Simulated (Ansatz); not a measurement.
**Response to strain in PbSe**

Take PbSe in the rock salt structure (space group Fm-3m, No. 225) as the base.

```
PbSe
1.0
    0.00000     3.08888     3.08888
    3.08888     0.00000     3.08888
    3.08888     3.08888     0.00000
Se Pb
1 1
Direct
  0.00000   0.00000   0.00000
  0.50000   0.50000   0.50000
```

Cartesian axes are those of the cell as printed.

Strains are applied to the cell and any free atomic positions relax; under biaxial strain the out-of-plane vector relaxes too.

All numbers come from Ansatz (a program for electronic structure), r2SCAN, PAW, cutoff 500 eV, scalar-relativistic without spin-orbit coupling.

Candidates:
(a) uniaxial strain ε_zz = −4.93 %
(b) uniaxial strain ε_xx = +1.42 %
(c) isotropic strain +2.00 %
(d) biaxial strain +0.74 %, plane normal [001], relaxed out of plane

Notes on the quantities. energy relative to the base: free energy F.

Q: Order them by energy relative to the base, lowest first.

A: (d) biaxial strain +0.74 %, plane normal [001], relaxed out of plane (+1.4 meV/atom), (b) uniaxial strain ε_xx = +1.42 % (+2.2 meV/atom), (c) isotropic strain +2.00 % (+16 meV/atom), (a) uniaxial strain ε_zz = −4.93 % (+36 meV/atom)

Stability against distortions was not tested.
